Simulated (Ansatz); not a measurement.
Cost and result by functional for the surface energy of the (30-32) surface of hcp Os in its 1x1 cell, outermost plane spacing 0.75 Å in the ideal cut, in Ansatz (plane waves, PAW). Single points on the PBE structure, on one kind of machine; costs are rough ratios of the slab run's core time (references not counted) to the cheapest single point. r2SCAN's cost holds its higher cutoff (500 against 420 eV). Differences are taken against r2SCAN for comparison alone: no measured value is at hand, so the table doesn't rank accuracy.

Model: 30-atom slab, 10.5 Å thick at the start (thin: gaps and levels are the slab's own), 14x3x1 mesh, Fermi-Dirac 0.1 eV, dipole correction, all atoms relaxed; held to the start's symmetry, so lower structures may exist; no spin, no spin-orbit, no U. These notes are the PBE run's.

| functional | relative cost | surface energy (J/m²) | less r2SCAN (J/m²) |
|---|---|---|---|
| LDA | 1 | 4.13 | 0.30 |
| PBEsol | 1 | 3.99 | 0.17 |
| RPBE | 1 | 3.33 | -0.50 |
| r2SCAN | 2 | 3.83 | 0.00 |
| PBE (the relaxed run's value) | – | 3.56 | -0.27 |

The values span 0.80 J/m², while the single points' costs differ by a factor of roughly 2. Differences are of unrounded values.

Ansatz is an electronic-structure program.
